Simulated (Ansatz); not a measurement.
Take CaS in the rock salt structure (space group Fm-3m, No. 225; a = 5.633 Å) as the base. Axes: x, y, z lie along the cube axes.

The values are results of PBEsol/PAW in Ansatz (a quantum-chemistry and plane-wave program), scalar-relativistic without spin-orbit coupling, not measurements.

Before the change:

* **Valence-band top at Γ**: 0.00, 0.00, 0.00 eV
* **Band gap**: 2.16 eV
* **Electron mass**: 1.4 mₑ along k, 0.29 mₑ across (at X)
* **Pressure**: 0.00 GPa

Perturbation: the cell is stretched by 1.00 % along z with no lateral relaxation; the atoms relax in the strained cell.

What does the calculation give for the energy relative to the base, valence-band top at Γ, band gap, electron mass and pressure after the change?

The energy increases by 0.9 meV/atom; the valence-band top at Γ (three highest levels, from the VBM) goes from 0.00, 0.00, 0.00 eV to 0.00, 0.00, -0.01 eV; the band gap rises by 0.02 eV, from 2.16 eV to 2.18 eV; the electron mass goes from 1.4 mₑ along k, 0.29 mₑ across (at X) to 1.4 mₑ along k, 0.30 mₑ across (at X); the pressure (mean of the normal stresses, compression positive) goes from zero to -0.59 GPa.

Effective masses come from finite differences of ±0.01 Å⁻¹. Along k means along the line from Γ to the band edge. Stability against distortions was not tested.
